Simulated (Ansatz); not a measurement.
AlN, pressure series

Start from AlN in the wurtzite structure (space group P6_3mc, No. 186).

```yaml
crystal:
  lattice:
    - [3.13030, 0.00000, 0.00000]
    - [-1.56515, 2.71092, 0.00000]
    - [0.00000, 0.00000, 5.01801]
  atoms:
    - { symbol: Al, position: [0.66667, 0.33333, 0.00337] }
    - { symbol: Al, position: [0.33333, 0.66667, 0.50337] }
    - { symbol: N, position: [0.66667, 0.33333, 0.62183] }
    - { symbol: N, position: [0.33333, 0.66667, 0.12183] }
```

Cell and atoms are relaxed at each pressure.

All numbers come from PBE (Ansatz, a quantum-chemistry and plane-wave program; PAW; 420 eV plane waves; without spin-orbit coupling).

| pressure (GPa) | volume per atom (Å³/atom) |
|---|---|
| -2 | 10.759 |
| -1 | 10.701 |
| 0 | 10.646 |
| 0.9 | 10.596 |
| 2.1 | 10.532 |
| 4.5 | 10.410 |
| 9 | 10.198 |
| 22.5 | ? |
| 30 | 9.412 |

Question: Fit the third-order Birch–Murnaghan form P(V) = (3B₀/2)[(V₀/V)^(7/3) − (V₀/V)^(5/3)]·[1 + (3/4)(B₀′ − 4)((V₀/V)^(2/3) − 1)] (squares taken in P) to the rows shown and predict the withheld row.

Answer: Least squares on the printed values gives V₀ = 10.645 Å³/atom, B₀ = 193 GPa, B₀′ = 3.8; this predicts 9.661 Å³/atom, and the run gives 9.662 Å³/atom, in agreement.

Load acts through the strain it causes; cell and atoms are relaxed under it. Stability against distortions was not tested. Measured, AlN leaves this structure (for rock salt) near 14 GPa (temperature not stated; as listed in Datta, Sujoy, Jana, Debnarayan, arXiv (2020)), on rising pressure, with hysteresis.
